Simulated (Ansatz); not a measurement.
Results of HSE06 (plane waves, PAW; Ansatz, an electronic-structure program) for AlB2-type HfB₂.

Numerical settings: plane-wave cutoff 500 eV, 12×12×8 k mesh (along the axes of the cell as run), Fermi–Dirac smearing 0.05 eV, scalar-relativistic PAW data made under PBE.

Computed at the level's own relaxed cell.

**Question.** Predict the equilibrium volume per atom, lattice parameter a and lattice parameter c.

**Answer.** 
- equilibrium volume per atom = 9.87 Å³/atom
- lattice parameter a = 3.134 Å
- lattice parameter c = 3.479 Å

Measured, for comparison: equilibrium volume per atom 9.91 Å³/atom (room temperature, no zero-point or thermal correction; as tabulated in Burrage et al. (2022), doi:10.3390/ma15082762); lattice constant a 3.14 Å, lattice parameter c 3.48 Å (temperature not stated, copied from a table, unchecked, no zero-point or thermal correction; as tabulated in Journal of Nuclear Materials 21, 14 (1967)). Computed (rounded) less measured: equilibrium volume per atom -0.4 %, lattice constant a not scored (unchecked), lattice parameter c not scored (unchecked). A static lattice is as a rule a little smaller and stiffer than an uncorrected measurement, which narrows the difference in the equilibrium volume per atom and would widen misses of the other sign.

Note: exact exchange on metals is sensitive to the k mesh and can open a false gap; the run warned that the count of filled bands differs between k points.

Spin–orbit coupling is not included.

Computed values are for the static lattice.

It cost around 14 core-minutes (rough) of CPU time.
